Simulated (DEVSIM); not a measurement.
Device: W/SiO2/p-Si capacitor, at 300 K.

Layer 1 from the left is SiO2, thickness (nm) 10.0. Layer 2 from the left is Si, thickness (nm) 8500, Na (cm⁻³) 4.6e15.

Metal gate on the left, work function 4.6 eV. Fixed charge at the semiconductor interface -8.1e11 cm⁻² (in units of +e); no interface traps.

The device is made up for the run: typed textbook-type constants, with dimensions and the other settings drawn at random. Values at 300 K.

SiO2: gap (eV) 9, affinity (eV) 0.9, permittivity 3.9. Si: gap (eV) 1.124, affinity (eV) 4.05, permittivity 11.7, Nc (cm⁻³) 2.86e19, Nv (cm⁻³) 3.1e19.

Simulated with DEVSIM: 1D Poisson equation in equilibrium, Boltzmann statistics, complete ionisation; no quantum confinement or tunnelling. Metal contacts follow the ideal Schottky-Mott rule: no Fermi-level pinning, no interface dipoles.

Problem. What does the simulation give for the minimum of the low-frequency capacitance, the flat-band voltage, the threshold voltage (band bending 2φF)?

Solution. minimum of the low-frequency capacitance 0.0251 μF/cm²; flat-band voltage 0.03 V; threshold voltage (band bending 2φF) 0.79 V.
